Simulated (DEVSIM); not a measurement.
System: illuminated Si n-on-p cell, one wavelength, with a back-surface field, at 300 K.

Layer 1 from the left is Si, thickness (μm) 0.0560, Nd (cm⁻³) 1.4e19, τn (s) 2.7e-7, τp (s) 2.4e-7, absorption coefficient (cm⁻¹) 47000. Layer 2 from the left is Si, thickness (μm) 160, Na (cm⁻³) 2.4e17, τn (s) 3.1e-6, τp (s) 3.1e-6, absorption coefficient (cm⁻¹) 47000. Layer 3 from the left is Si, thickness (μm) 0.230, Na (cm⁻³) 1.5e18, τn (s) 3.1e-6, τp (s) 3.1e-6, absorption coefficient (cm⁻¹) 47000.

Left contact: ohmic, minority hole recombination velocity 80 cm/s. Right contact: ohmic, minority electron recombination velocity 30 cm/s. Voltage is applied to the left contact. Recombination: SRH at mid-gap, radiative, Auger. Light enters at the left, 2e16 photons cm⁻² s⁻¹, one pass, no reflection. Mobility is μmin + (μ − μmin)/(1 + (N/Nref)^α).

The device is made up for the run: typed textbook-type constants, with dimensions and the other settings drawn at random. Values at 300 K.

Si: gap (eV) 1.124, affinity (eV) 4.05, permittivity 11.7, Nc (cm⁻³) 2.86e19, Nv (cm⁻³) 3.1e19, μn (cm²/Vs) 1417, μp (cm²/Vs) 470, μn,min 52, μp,min 45, Nref,n 9.7e16, Nref,p 2.2e17, αn 0.68, αp 0.72, B (cm³/s) 4.7e-15, Cn (cm⁶/s) 2.8e-31, Cp (cm⁶/s) 9.9e-32.

Model (solved in DEVSIM): 1D drift-diffusion, Boltzmann statistics, complete ionisation; no tunnelling, impact ionisation, image-force lowering or self-heating.

What does the simulation give for the short-circuit current, the open-circuit voltage?

short-circuit current 3.19 mA/cm²; open-circuit voltage 0.612 V.
